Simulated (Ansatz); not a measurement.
How far PBE and r2SCAN part for VSi2, pressure 18 GPa

The parent structure is VSi$_{2}$ (space group P6_222, No. 180; a = 4.566 Å, c = 6.366 Å).

(Cell as relaxed with PBE.)

Levels (all Ansatz, a quantum-chemistry and plane-wave program, PAW): PBE (420 eV, no SOC); r2SCAN (500 eV, no spin-orbit coupling).

Each level relaxes its own structure.

```json
[
 {"base": "volume per atom", "PBE": "12.77 Å³", "r2SCAN": "12.49 Å³"},
 {"base": "lattice parameter a", "PBE": "8.629 bohr", "r2SCAN": "8.562 bohr"},
 {"base": "band gap", "PBE": "zero", "r2SCAN": "zero"},
 {"base": "largest site moment", "PBE": "0.00 μB", "r2SCAN": "0.08 μB"}
]
```

Modification: cell and atoms relaxed at a pressure of 18 GPa.

```
quantity                    PBE      r2SCAN
-------------------  ----------  ----------
lattice parameter a  8.366 bohr  (withheld)
c/a ratio                 1.404  (withheld)
```

What does r2SCAN give?


- lattice parameter a, r2SCAN: 8.318 bohr
- c/a ratio, r2SCAN: 1.404

PBE's lattice parameter a lies 0.0475 bohr above r2SCAN's (0.6 %); the two agree on the c/a ratio. Neither level is exact; r2SCAN is the comparison here, not a measurement.

The magnetic state is the one reached from the starting moments; the real material's order can differ, and small cells can't hold many antiferromagnetic ones. Load acts through the strain it causes; cell and atoms are relaxed under it. Stability against distortions was not tested. Competing high-pressure phases were not computed. Seeded moments were not kept for the base and pressure 18 GPa. Spin-polarised in the final run: r2SCAN pressure 18 GPa and r2SCAN base; the other runs are not. An odd electron count without spin: VSi2.
